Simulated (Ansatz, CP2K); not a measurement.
An Ansatz (a first-principles code) input for a self-consistent single point of Sb (R-3m, 2 atoms in the cell) (DFT, PBE, plane waves, default PAW files):

Ansatz 0.2 input:
```yaml
crystal:
  lattice:
    - [3.814204, -2.077053, 0.000000]
    - [3.814204, 2.077053, 0.000000]
    - [2.683129, 0.000000, 3.415131]
  atoms:
    - { symbol: Sb, position_ang: [2.407744, -0.000000, 0.797433] }
    - { symbol: Sb, position_ang: [7.903793, -0.000000, 2.617698] }
kpoints:
  mp_grid:
    grid: [8, 8, 8]
hamiltonian:
  xc: pbe
  pseudopotentials:
    kind: paw
scf:
  occupations:
    method: fermi_dirac
    width: 0.1 eV
output:
  forces: true
  eigenvalues: true
  stress: true
```

Question: Translate this input to CP2K.

Answer: One input that does it (others would too):

```
&GLOBAL
  PROJECT calc
  RUN_TYPE ENERGY_FORCE
  PRINT_LEVEL LOW
&END GLOBAL
&FORCE_EVAL
  METHOD Quickstep
  STRESS_TENSOR ANALYTICAL
  &DFT
    BASIS_SET_FILE_NAME BASIS_MOLOPT
    POTENTIAL_FILE_NAME GTH_POTENTIALS
    &QS
      METHOD GPW
      EPS_DEFAULT 1E-10
    &END QS
    &MGRID
      CUTOFF 400
      REL_CUTOFF 60
      NGRIDS 5
    &END MGRID
    &SCF
      SCF_GUESS ATOMIC
      EPS_SCF 1E-6
      MAX_SCF 100
      ADDED_MOS 4
      &DIAGONALIZATION
        ALGORITHM STANDARD
      &END DIAGONALIZATION
      &MIXING
        METHOD BROYDEN_MIXING
        ALPHA 0.2
        NBUFFER 10
      &END MIXING
      &SMEAR ON
        METHOD FERMI_DIRAC
        ELECTRONIC_TEMPERATURE [K] 1160.45
      &END SMEAR
    &END SCF
    &KPOINTS
      SCHEME MONKHORST-PACK 8 8 8
      GAMMA_CENTERED T
    &END KPOINTS
    &XC
      &XC_FUNCTIONAL PBE
      &END XC_FUNCTIONAL
    &END XC
    &PRINT
      &MO
        EIGENVALUES T
        OCCUPATION_NUMBERS T
        NDIGITS 8
        FILENAME mo
        &EACH
          QS_SCF 0
        &END EACH
        ADD_LAST NUMERIC
      &END MO
      &MULLIKEN OFF
      &END MULLIKEN
    &END PRINT
  &END DFT
  &SUBSYS
    &CELL
      A 4.34307500 0.00000000 0.00000000
      B 2.35639600 3.64824600 0.00000000
      C 2.35639500 1.28319200 3.41513100
      PERIODIC XYZ
    &END CELL
    &COORD
      Sb       2.11454471     1.15149077     0.79743309
      Sb       6.94132129     3.77994723     2.61769791
    &END COORD
    &KIND Sb
      BASIS_SET DZVP-MOLOPT-SR-GTH
      POTENTIAL GTH-PBE-q5
    &END KIND
  &END SUBSYS
  &PRINT
    &FORCES ON
    &END FORCES
    &STRESS_TENSOR ON
    &END STRESS_TENSOR
  &END PRINT
&END FORCE_EVAL
```

Basis settings and potentials, where a program has them, do not carry over. This input uses DFT PBE, GPW, DZVP-MOLOPT-SR-GTH basis, GTH-PBE potentials (GTH_POTENTIALS).

The starting cell has typed, rounded lattice constants, without a prior relaxation at this level. Its lattice was rescaled by a random factor within 2.5 % of one. For this run, on top of that: lattice scaled by 0.98.
